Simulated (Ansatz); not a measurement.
We consider Rb2Pt3S4 (Fmmm, No. 69, 9 atoms in the cell; start COD 1538252), described by LDA (PAW; Ansatz, an electronic-structure program).

Numerical settings: plane-wave cutoff 520 eV, 8×8×8 k mesh, Fermi–Dirac smearing 0.01 eV, scalar-relativistic PAW data made under PBE.

Cell (relaxed at this level):

```
CELL_PARAMETERS angstrom
      0.00000     5.39975     6.15941
      3.14765     0.00000     6.15941
      3.14765     5.39975     0.00000
ATOMIC_POSITIONS crystal
  Pt 0.50000 0.50000 0.00000
  Pt 0.00000 0.00000 0.50000
  Pt 0.00000 0.00000 0.00000
  Rb 0.65145 0.65145 0.34855
  Rb 0.34855 0.34855 0.65145
  S  0.04815 0.71328 0.28672
  S  0.95185 0.28672 0.71328
  S  0.71328 0.04815 0.95185
  S  0.28672 0.95185 0.04815
```

Predict the band gap, smallest direct gap on the k points sampled and direct gap at Γ.


- band gap: 1.21 eV
- smallest direct gap on the k points sampled: 1.38 eV
- direct gap at Γ: 2.01 eV

Spin–orbit coupling is not included.

Computed values are for the static lattice.
